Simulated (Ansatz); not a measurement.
The parent structure is MgO in the rock salt structure (space group Fm-3m, No. 225).

```
MgO
1.0
    0.00000     2.10708     2.10708
    2.10708     0.00000     2.10708
    2.10708     2.10708     0.00000
O Mg
1 1
Direct
  0.00000   0.00000   0.00000
  0.50000   0.50000   0.50000
```

Cartesian axes are those of the cell as printed.

The values are results of PBEsol (Ansatz, a quantum-chemistry and plane-wave program), no spin-orbit coupling, not measurements.

For the base:

The electron mass comes out as 0.34 mₑ (at Γ) and the pressure is 0.00 GPa.

Now apply this change: the cell is compressed by 2.66 % along x with no lateral relaxation; the atoms relax in the strained cell.

**Question.** What happens to the electron mass, energy relative to the base and pressure?

**Answer.** The electron mass changes from 0.34 mₑ (at Γ) to 0.37 mₑ along x, 0.34 mₑ across (at Γ); the energy grows by 6.8 meV/atom; the pressure (mean of the normal stresses, compression positive) goes from zero to 4.74 GPa.

The levels and masses belong to the bands next to the band gap. Masses are band curvatures over ±0.01 Å⁻¹ around the edge. Stability against distortions was not tested.
